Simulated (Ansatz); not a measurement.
A self-consistent single point of InSe (R3m, 4 atoms in the cell) with Ansatz (a program for electronic structure).

Method: PBEsol, harder PAW files (source: ansatz) made with PBE (plane waves; Ansatz).

```xyz
4
Lattice="2.0132 1.1623 8.5655 -2.0132 1.1623 8.5655 0.0000 -2.3247 8.5655" Properties=species:S:1:pos:R:3 pbc="T T T"
In     0.0000     0.0000     2.8856
In     0.0000     0.0000     0.0470
Se     0.0000     0.0000    15.9244
Se     0.0000     0.0000    21.2203
```

Reference input (self-consistent single point, DFT, PBEsol, plane waves, default PAW files made with PBE): basis.ecutwfc = 420 eV; kpoints.mp_grid.grid = 5 5 5; hamiltonian.xc = pbesol; hamiltonian.pseudopotentials = {kind: paw} (the program's default PAW files); scf.occupations.method = fixed. This run's input differs from it in these lines:

Ansatz 0.2 input:
```diff
@@ -11,3 +11,3 @@
 basis:
-  ecutwfc: 420.0
+  ecutwfc: 710.0
 kpoints:
@@ -19,2 +19,3 @@
     kind: paw
+    source: ansatz
 scf:
```

Output (repeated stretches shortened):

```
SCF iter   1: F=—  HF=-28644.700748 eV  |F-HF|=—  |Δ(HF+E_count)|=         —  Δρ=7.41e-2  dr2=2.71e1  ethr=3.10e-3  ⟨swp⟩=5.0  Hψ=2552  notcnv=0  defer=112
all-band conjugate gradients solve this SCF's bands
preconditioner: auto → Resta (q_TF=auto, 2.516 Å⁻¹)
SCF iter   2: F=—  HF=-28640.207640 eV  |F-HF|=—  |Δ(HF+E_count)|=    4.49e0  Δρ=2.52e-2  dr2=1.47e0  ethr=3.10e-3  ⟨swp⟩=4.2  Hψ=2433  notcnv=0  defer=110
   [... lines left out ...]
SCF iter   7: F=—  HF=-28639.855620 eV  |F-HF|=—  |Δ(HF+E_count)|=   1.65e-4  Δρ=9.19e-5  dr2=2.81e-5  ethr=1.81e-7  ⟨swp⟩=2.0  Hψ=1294  notcnv=0  defer=109
SCF iter   8: F=—  HF=-28639.855677 eV  |F-HF|=—  |Δ(HF+E_count)|=   5.71e-5  Δρ=3.74e-5  dr2=4.27e-6  ethr=3.79e-8  ⟨swp⟩=2.0  Hψ=1392  notcnv=0  defer=49
SCF iter   9: F=—  HF=-28639.855678 eV  |F-HF|=—  |Δ(HF+E_count)|=   1.28e-6  Δρ=1.02e-5  dr2=1.60e-7  ethr=5.77e-9  ⟨swp⟩=2.0  Hψ=1361  notcnv=0  defer=49
SCF iter  10: F=-28639.855679 eV  HF=-28639.855678 eV  |F-HF|=2.18e-8  |Δ(HF+E_count)|=   4.17e-7  Δρ=2.40e-6  dr2=9.68e-9  ethr=1.35e-10  ⟨swp⟩=12.5  Hψ=3953  notcnv=0
SCF 1 converged in 10 iterations: F = -28639.855679 eV  dr2 = 9.68e-9
Free energy (F): -28639.855679 eV
Internal energy: -28639.855679 eV  (E = F + TS)
E sigma→0 (E₀):  -28639.855679 eV
Fermi energy:    7.704450 eV
--- Forces (eV/Å), atoms counted from 1 ---
  atom   1  In     0.00000000    -0.00000000    -0.64109913
  atom   2  In    -0.00000000    -0.00000000     0.34249033
  atom   3  Se     0.00000000     0.00000000    -0.10551838
  atom   4  Se     0.00000000     0.00000000     0.40413166
--- Stress (GPa, compression-positive) ---
        0.533271       0.000000       0.000000
        0.000000       0.533271       0.000000
        0.000000       0.000000      -0.441393
  P = ⅓ Tr σ = 0.2084 GPa (2.084 kbar)
  The stress holds the Pulay correction. Without it, at fixed plane waves, as pw.x and ABINIT print it: P = 0.2046 GPa
```

The run converged in 10 iterations. Against the reference run the pressure hardly changes (0.20 to 0.21 GPa), the largest force stays at 0.641 eV/Å and the gap on the mesh stays at 0.828 eV.

The starting cell comes from a database of computed structures (which also holds hypothetical and non-ambient phases and stackings), without a prior relaxation at this level. Its lattice was rescaled by up to half a per cent. One atom was moved a little off its site on purpose. Ansatz's pressure includes its estimate of the finite-basis (Pulay) stress.
